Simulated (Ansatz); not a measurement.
Response to strain in Ta

Base system: Ta in the bcc (W type) structure (space group Im-3m, No. 229; a = 3.320 Å; relaxed with 0.1 eV smearing).

Strains are applied to the cell and any free atomic positions relax.

Calculations: Kohn–Sham DFT with the PBE functional, run in Ansatz (an electronic-structure program) with PAW and 420 eV plane waves, scalar-relativistic without spin-orbit coupling.

Candidates:
(a) isotropic strain +2.00 %
(b) isotropic strain −1.00 %
(c) isotropic strain −2.50 %

Notes on the quantities. energy relative to the base: free energy F.

Order them by energy relative to the base, lowest first.

(b) isotropic strain −1.00 % (+10 meV/atom), (a) isotropic strain +2.00 % (+38 meV/atom), (c) isotropic strain −2.50 % (+67 meV/atom)

No phonon test of stability was made. The final runs are not spin-polarised.
